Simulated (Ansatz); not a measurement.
Take NaI in the rock salt structure (space group Fm-3m, No. 225; a = 6.529 Å) as the base.

Structures relaxed with PBE (Ansatz, a quantum-chemistry and plane-wave program), no SOC.

Base:

Simulated powder pattern, Mo Kα, λ = 0.71073 Å (kinematic, ideal powder, no thermal factors, no anomalous dispersion; the 10 strongest lines at most, above 2 %, up to 2θ = 40°):

| 2θ (°) | I/Imax (%) | hkl |
|---|---|---|
| 10.82 | 85 | (111) |
| 12.50 | 100 | (200) |
| 17.71 | 81 | (220) |
| 20.80 | 47 | (311) |
| 21.74 | 30 | (222) |
| 27.45 | 22 | (331) |
| 28.18 | 42 | (420) |
| 30.93 | 31 | (422) |
| 32.86 | 17 | (511) |
| 38.12 | 19 | (442) |

After one change:

Simulated powder pattern, Mo Kα, λ = 0.71073 Å (kinematic, ideal powder, no thermal factors, no anomalous dispersion; the 10 strongest lines at most, above 2 %, up to 2θ = 40°):

```
2θ (°)  I/Imax (%)
------  ----------
11.34           86
13.11          100
18.58           80
21.82           47
22.80           30
28.81           21
29.57           41
32.47           30
34.50           17
39.46           16
```

Task: Which change produced these results?
(A) pressure −2 GPa
(B) pressure 3 GPa
(C) pressure 100 GPa
(D) pressure 50 GPa

Result: B, pressure 3 GPa. Its volume per atom is 30.19 Å³ against 34.79 Å³, and its space group is Fm-3m (No. 225).

Load acts through the strain it causes; cell and atoms are relaxed under it. Whether these cells are dynamically stable was not tested. Competing high-pressure phases were not computed.
